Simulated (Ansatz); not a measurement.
Hypothetical zinc blende BiP: pressure series

Consider BiP in the zinc blende structure (space group F-43m, No. 216; a = 6.5006 Å; a hypothetical phase, not in the database extracts checked).

Cell and atoms are relaxed at each pressure.

Levels (all Ansatz, an electronic-structure program, PAW): PBE (420 eV, scalar-relativistic without spin-orbit coupling); r2SCAN (500 eV, no spin-orbit coupling).

The base cell above is that of PBE; each level relaxes its own structures.

| case | shortest interatomic distance, PBE | shortest interatomic distance, r2SCAN |
|---|---|---|
| pressure −2 GPa | 2.865 Å | 2.846 Å |
| pressure −1 GPa | 2.839 Å | 2.822 Å |
| pressure 0.9 GPa | 2.796 Å | 2.782 Å |
| pressure 4.5 GPa | 2.733 Å | 2.723 Å |
| pressure 9 GPa | 2.672 Å | 2.665 Å |
| pressure 15 GPa | 2.610 Å | 2.606 Å |
| pressure 22.5 GPa | 2.549 Å | 2.547 Å |
| pressure 30 GPa | 2.501 Å | 2.500 Å |

The two levels differ by at most about 0.020 Å. They put the cases in the same order.

Load acts through the strain it causes; cell and atoms are relaxed under it. Stability against distortions was not tested. Competing high-pressure phases were not computed. All final runs are without spin polarisation.
